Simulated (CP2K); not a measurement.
A self-consistent single point of LuPd3 (Pm-3m, 4 atoms in the cell) with CP2K.

Level of theory: PBEsol, GPW, DZVP-MOLOPT-SR-GTH basis, GTH-PBE potentials (GTH_POTENTIALS) in CP2K.

```
CELL_PARAMETERS angstrom
      4.02900     0.00000     0.00000
      0.00000     4.02900     0.00000
      0.00000     0.00000     4.02900
ATOMIC_POSITIONS crystal
  Lu 0.00000 0.00000 0.00000
  Pd 0.00000 0.50000 0.50000
  Pd 0.50000 0.00000 0.50000
  Pd 0.50000 0.50000 0.00000
```

Reference input (self-consistent single point, DFT PBEsol, GPW, DZVP-MOLOPT-SR-GTH basis, GTH-PBE potentials (GTH_POTENTIALS)): CUTOFF = 500 Ry; REL_CUTOFF = 60 Ry; SMEAR/METHOD = METHFESSEL_PAXTON; SIGMA = 0.136 eV; KPOINTS/SCHEME = MONKHORST-PACK 5 5 5; XC_FUNCTIONAL = PBE:PBESOL; Lu/BASIS_SET = DZVP-MOLOPT-SR-GTH; Lu/POTENTIAL = GTH-PBE-q25; Pd/BASIS_SET = DZVP-MOLOPT-SR-GTH; Pd/POTENTIAL = GTH-PBE-q18; METHOD = GPW; EPS_DEFAULT = 1e-10. This run's input differs from it in these lines:

```diff
@@ -36,4 +36,4 @@
       &SMEAR ON
-        METHOD METHFESSEL_PAXTON
-        SIGMA [eV] 0.136
+        METHOD GAUSSIAN
+        SIGMA [eV] 0.1
       &END SMEAR
```

Log, with long lists cut:

```
 SCF WAVEFUNCTION OPTIMIZATION

  Step     Update method      Time    Convergence         Total energy    Change
     1 NoMix/Diag. 0.20E+00      -     2.20520846      -644.9473184469 -6.45E+02
     2 Broy./Diag. 0.20E+00      -     0.20999987      -656.6123292700 -1.17E+01
     3 Broy./Diag. 0.20E+00      -     0.08181734      -648.6939322082  7.92E+00
     4 Broy./Diag. 0.20E+00      -     0.05846645      -644.5327737703  4.16E+00
     5 Broy./Diag. 0.20E+00      -     0.03326315      -642.9714152750  1.56E+00
     6 Broy./Diag. 0.20E+00      -     0.00671251      -644.0174790879 -1.05E+00
   [... 4 lines left out ...]
    11 Broy./Diag. 0.20E+00      -     0.00015612      -643.9318170492  2.30E-03
    12 Broy./Diag. 0.20E+00      -     0.00002167      -643.9284610748  3.36E-03
    13 Broy./Diag. 0.20E+00      -     0.00000974      -643.9279537076  5.07E-04
    14 Broy./Diag. 0.20E+00      -     0.00000038      -643.9282023261 -2.49E-04
  *** SCF run converged in    14 steps ***

  Overlap energy of the core charge distribution:               0.00000000000006
  Self energy of the core charge distribution:              -1024.14999126670114
  Core Hamiltonian energy:                                    257.92758884047231
  Hartree energy:                                             182.78347404325206
  Exchange-correlation energy:                                -60.48865842693181
  Smearing free energy correction:                             -0.00061551652083
  Fermi energy:                                                 0.48652185023440

  Total energy:                                              -643.92820232606334
  Total energy (extrapolated to sigma->0):                   -643.92789456780292

   [... lines left out ...]

 STRESS| Analytical stress tensor [bar]
 STRESS|                        x                   y                   z
 STRESS|      x       -1.26069870577E+04   2.92606835118E-01   2.92606840235E-01
 STRESS|      y        2.92606835118E-01  -1.26069849133E+04   2.92606836769E-01
 STRESS|      z        2.92606840235E-01   2.92606836769E-01  -1.26069909341E+04
 STRESS| 1/3 Trace                                            -1.26069876350E+04
```

The run converged in 14 iterations. Against the reference run the free energy falls by 2.3 meV/atom and the pressure moves little (-1.27 to -1.26 GPa).

The starting cell comes from a database of published, mostly measured structures (it also holds non-ambient and calculated ones), without a prior relaxation at this level. Spin polarisation is off. Values carry the incompleteness of an atom-centred basis. The potentials were made for another functional than the one used.

Cost on one core of a shared machine: roughly 2 min.
